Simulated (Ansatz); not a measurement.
Data:

```
HgTe
1.0
    0.00000     3.15724     3.15724
    3.15724     0.00000     3.15724
    3.15724     3.15724     0.00000
Hg Te
1 1
Direct
  0.00000   0.00000   0.00000
  0.25000   0.25000   0.25000
```

No spin polarisation.

Level of theory: PBEsol (Ansatz, a program for electronic structure; PAW; 420 eV plane waves; without spin-orbit coupling). Γ-centred 9×9×9 mesh, Fermi–Dirac width 0.05 eV.

Question: Predict the band gap and pressure.

Answer: The band gap comes out as zero and the pressure comes out as 4.9 GPa.

A case with no gap was solved on a k-mesh chosen for an insulator, which is coarse for it. With Hg and Te present, leaving out spin-orbit coupling can change the band edges. The cells carry an imposed strain or load. Whether these cells are dynamically stable was not tested. The final runs are not spin-polarised. The cell was made from HgTe in the zinc blende structure (space group F-43m, No. 216) by this change: isotropic strain −3.00 %. The zero or small gap of HgTe can change with the level of theory.
